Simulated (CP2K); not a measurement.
Checking a run of CP2K on CaHCl (P4/nmm, 6 atoms in the cell). The aim is a self-consistent single point with DFT LDA (Pade form), GPW, DZVP-MOLOPT-SR-GTH basis, GTH-PADE potentials (GTH_POTENTIALS).

Cell that was meant: a = 3.8167 Å, b = 3.8167 Å, c = 6.9028 Å, α = 90.00°, β = 90.00°, γ = 90.00°.

Part of the input:

```
    &END CELL
    &COORD
      SCALED
      Ca       0.00000000     1.90834000     5.57691826
      Ca       1.90834000     0.00000000     1.32589174
      H        1.90834000     1.90834000     0.00000000
      H        0.00000000     0.00000000     0.00000000
      Cl       1.90834000     0.00000000     4.50643048
      Cl       0.00000000     1.90834000     2.39637952
    &END COORD
    &KIND Ca
      BASIS_SET DZVP-MOLOPT-SR-GTH-q10
```

Log, with long lists cut:

```
 GLOBAL| Method name                                                        CP2K
   [... lines left out ...]
                        No outer SCF

 Extrapolation method: initial_guess

 Number of electrons:                                                         36
 Number of occupied orbitals:                                                 18
 Number of molecular orbitals:                                                25

 Number of orbital functions:                                                 64
 Number of independent orbital functions:                                     64
 SCF WAVEFUNCTION OPTIMIZATION

  Step     Update method      Time    Convergence         Total energy    Change
     1 NoMix/Diag. 0.20E+00      -    19.37424739       -81.2590639003 -8.13E+01
     2 Broy./Diag. 0.20E+00      -     3.27355674       -54.7136805122  2.65E+01
     3 Broy./Diag. 0.20E+00      -     2.42552786       -64.4728014093 -9.76E+00
     4 Broy./Diag. 0.20E+00      -     4.65502265       -70.5206365030 -6.05E+00
     5 Broy./Diag. 0.20E+00      -     1.35001197       -74.0425243591 -3.52E+00
     6 Broy./Diag. 0.20E+00      -     0.44359143       -74.2311595120 -1.89E-01
   [... 16 lines left out ...]
    23 Broy./Diag. 0.20E+00      -     0.00000042       -74.3298238815 -1.67E-06
    24 Broy./Diag. 0.20E+00      -     0.00000037       -74.3298232188  6.63E-07
    25 Broy./Diag. 0.20E+00      -     0.00000011       -74.3298228332  3.86E-07
    26 Broy./Diag. 0.20E+00      -     0.00000005       -74.3298227308  1.02E-07
  *** SCF run converged in    26 steps ***

  Overlap energy of the core charge distribution:               2.27939938265530
  Self energy of the core charge distribution:               -214.91247929394660
  Core Hamiltonian energy:                                     84.42506232503909
  Hartree energy:                                              75.46878326200932
  Exchange-correlation energy:                                -21.58994143970629
  Electronic entropic energy:                                  -0.00064696666437
  Fermi energy:                                                 0.04092832075948

  Total energy:                                               -74.32982273078386
  Total energy (extrapolated to T->0):                        -74.32949924745168

   [... lines left out ...]
 STRESS|                        x                   y                   z
 STRESS|      x        9.26067295418E+06  -9.26564786099E+06   9.34637681005E+06
 STRESS|      y       -9.26564786099E+06   9.26067157429E+06  -9.34637668430E+06
 STRESS|      z        9.34637681005E+06  -9.34637668430E+06   2.39560344479E+07
 STRESS| 1/3 Trace                                             1.41591263254E+07
```

Question: Can these results be used? Check the input.

Answer: The run is not sound. The fault is fractional and Cartesian coordinates mixed up. Numbers meant as fractions of the cell vectors were read as lengths, or the reverse, so the atoms sit in the wrong places. To fix it, make label and numbers agree, by changing either. The run converged in 26 iterations without an error; against the sound input the free energy goes up by 139 eV/atom, the pressure goes from -4.18 to 1416 GPa, the largest force goes from 0.030 to 1537 eV/Å and no clean gap remains on the mesh (levels overlap or are partly filled), against 3.62 eV before. The full log also holds: “WARNING in particle_methods.F:720 :: The distance between the atoms 3  and 4 is only 0.495 angstrom and thus smaller than the threshold of  0.500 angstrom”.

The sound input it was made from differs as follows (other fixes are possible):
```diff
-      Ca       0.00000000     1.90834000     5.57691826
-      Ca       1.90834000     0.00000000     1.32589174
-      H        1.90834000     1.90834000     0.00000000
+      Ca       0.00000000     0.50000000     0.80792000
+      Ca       0.50000000     0.00000000     0.19208000
+      H        0.50000000     0.50000000     0.00000000
-      Cl       1.90834000     0.00000000     4.50643048
-      Cl       0.00000000     1.90834000     2.39637952
+      Cl       0.50000000     0.00000000     0.65284000
+      Cl       0.00000000     0.50000000     0.34716000
```

With that input, the run converged in 15 iterations: free energy E − TS -2854.3538 eV; top of the valence band (on the code's own zero) 3.73 eV; gap on the k-point mesh 3.62 eV; pressure -4.18 GPa; largest force (vector length) 0.030 eV/Å (DFT LDA (Pade form), GPW, DZVP-MOLOPT-SR-GTH basis, GTH-PADE potentials (GTH_POTENTIALS)).

On the sound input: the starting cell comes from a database of computed structures (which also holds hypothetical and non-ambient phases and stackings), without a prior relaxation at this level. Values carry the incompleteness of an atom-centred basis. With a pressure of about -4 GPa the cell is away from its equilibrium volume at this level.
